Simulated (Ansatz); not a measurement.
A periodic model of amorphous In₉Ga₉Zn₉O₃₈Si:

```xyz
66
Lattice="9.8545 0.1124 -0.0713 0.1124 9.4195 0.1322 -0.0713 0.1322 9.0369" Properties=species:S:1:pos:R:3 pbc="T T T"
In     9.8918     5.5089     1.7327
In     2.0516     1.0901     0.0573
In     8.6190     8.5504     0.3760
In     5.5607     2.4935     8.7474
In     9.2451     3.9746     7.6403
In     7.6714     7.1088     3.6519
In     3.0251     4.6108     6.4196
In     6.8429     0.7733     3.4019
In     6.5891     4.8273     6.0621
Ga     3.2725     8.4095     7.2368
Ga     3.4666     4.4396     0.7898
Ga     6.3948     8.5524     6.9280
Ga     1.3443     6.4811     8.1297
Ga     8.9829     2.3020     1.2580
Ga     0.9956     0.2686     2.9579
Ga     4.0767     1.7919     2.5150
Ga     6.6825     5.9092     0.2430
Ga     2.6597     6.8714     2.9305
Zn     6.4131     4.3034     2.6252
Zn     4.8072     7.2399     4.6310
Zn     7.7910     1.5391     6.7258
Zn     8.9383     2.8959     4.1904
Zn     0.8001     6.0904     5.0455
Zn     4.8833     8.5480     1.1225
Zn     9.5612     8.8431     5.7810
Zn     1.7818     3.4959     3.3797
Zn     4.6860     1.8557     5.8338
O      5.8507     0.9848     7.1506
O      1.0944     0.4576     4.9185
O      7.5981     2.7359     2.5612
O      7.5151     5.4323     7.7945
O      7.7404     2.4393     8.6549
O      3.0916     5.6914     8.2585
O      1.0722     7.8161     3.0906
O      6.4452     8.4354     4.8931
O      6.3221     7.8628     8.9829
O      0.1591     3.6191     0.6237
O      9.8403     6.8359     0.1263
O      4.7758     7.5258     6.6187
O      3.2252     8.8557     9.0226
O      6.1724     5.5430     4.1879
O      8.1759     3.4789     5.9096
O      2.1842     5.6205     1.6397
O      7.7226     5.8041     1.8583
O      3.5139     3.5512     2.5167
O      0.3545     2.0691     2.9198
O      8.2478     8.9626     7.3604
O      0.0803     0.5277     0.8968
O      2.8385     6.0362     4.7391
O      1.5357     7.8559     6.9170
O      3.3921     2.8520     8.8920
O      0.2033     4.6430     3.7396
O      5.4136     1.0222     1.4076
O      8.3173     1.0431     4.8783
O      0.8284     1.8506     7.2964
O      0.9015     5.0728     6.8823
O      2.6260     0.7305     2.1484
O      4.9450     3.6897     6.6749
O      2.2856     2.9123     5.2671
O      3.1400     0.7974     6.4805
O      5.1300     1.7895     4.0229
O      7.9174     8.7416     2.3457
O      5.4722     4.5239     0.8011
O      8.9901     7.0747     5.2017
O      4.3697     7.5205     2.7451
Si     1.7463     1.5159     5.9662
```

Calculation: PBE, scalar-relativistic without spin-orbit coupling (plane waves to 420 eV, PAW; Ansatz, a program for electronic structure).

Preparation: random packing, a CHGNet melt and quench, and a DFT relaxation. O atoms were pushed apart under 1.9 Å during the dynamics, to hinder bonds among them. The hot cell started wider than the set density and was brought back towards it in steps. It is the lowest in DFT energy of 2 quenches. It is a model cell: composition and starting density were chosen by hand, and all elements were melted together. No dispersion term was used. Its density started from a set value of 5.71 and ended at 5.71 g/cm³. The simulated quench (nominally 210 K/ps over its main leg) is rapid and tends to freeze in more defects than a deposited or slowly cooled glass has. Values belong to this one cell and scatter from quench to quench. The volume was held where the preparation left it and the shape relaxed, at a PBE pressure of 1.7 GPa. Stress components on the final sampling reach 1.8 GPa.

Bonds are counted up to In-In 3.12 Å, In-Ga 2.90 Å, In-Zn 2.90 Å, In-O 2.66 Å, In-Si 2.78 Å, Ga-Ga 2.68 Å, Ga-Zn 2.68 Å, Ga-O 2.42 Å, Ga-Si 2.56 Å, Zn-Zn 2.68 Å, Zn-O 2.44 Å, Zn-Si 2.56 Å, O-O 1.58 Å, O-Si 2.12 Å, Si-Si 2.60 Å. Two cations that share two anions don't count as bonded, nor two that share one unless they lie closer than In-In 3.04 Å, In-Ga 2.82 Å, In-Zn 2.82 Å, In-Si 2.71 Å, Ga-Ga 2.61 Å, Ga-Zn 2.61 Å, Ga-Si 2.49 Å, Zn-Zn 2.61 Å, Zn-Si 2.49 Å, Si-Si 2.38 Å.

Problem. Give the coordination numbers, mean bond lengths and angles.

Solution. 
* **Mean coordination of In by anions**: 5.22 (1 with 4, 5 with 5, 3 with 6)
* **Mean coordination of Ga by anions**: 4.44 (5 with 4, 4 with 5)
* **Mean coordination of Zn by anions**: 4.44 (5 with 4, 4 with 5)
* **Mean coordination of O**: 3.45 (1 with 2, 19 with 3, 18 with 4)
* **Mean coordination of Si by anions**: 4.00 (1 with 4)
* **Mean In-O bond**: 2.188 Å (spread 0.115 Å, 47 counted)
* **Mean Ga-O bond**: 1.927 Å (spread 0.088 Å, 40 counted)
* **Mean Zn-O bond**: 2.050 Å (spread 0.096 Å, 40 counted)
* **Mean O-Si bond**: 1.645 Å (spread 0.011 Å, 4 counted)
* **Bond angle at In**: mean 105.8°, spread 27.8°
* **Bond angle at Ga**: mean 107.9°, spread 22.2°
* **Bond angle at Zn**: mean 107.4°, spread 23.8°
* **Bond angle at O**: mean 111.4°, spread 15.1°
* **Bond angle at Si**: mean 109.3°, spread 4.5°

Problem. List the pairs of like atoms that count as bonded by the rules above.

Solution. There are none by these rules.
